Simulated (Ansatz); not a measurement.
Crystal: LiF (Fm-3m, rock salt, 2 atoms a cell, 8.5 Å³ an atom, -5 GPa at this level); planes in its conventional cell.

Method: r2SCAN (plane waves, PAW; Ansatz, a quantum-chemistry and plane-wave program).

The gap is the functional's own, uncorrected, and κ follows it; spin-orbit coupling is left out. Mid-gap values are interpolated between the computed energies.

| plane | area of the cell (Å²) | mid-gap κ (1/Å) | largest κ in the gap (1/Å) |
|---|---|---|---|
| (001) | 8.3 | 0.76 | 0.76 |
| (111) | 7.2 | ___ | ___ |
| (110) | 11.8 | ___ | ___ |

**Question.** The slowest decay depends on the direction. Supply the withheld values.

**Answer.** 
- (111), mid-gap κ (1/Å): 0.68
- (111), largest κ in the gap (1/Å): 0.68
- (110), mid-gap κ (1/Å): 0.67
- (110), largest κ in the gap (1/Å): 0.67
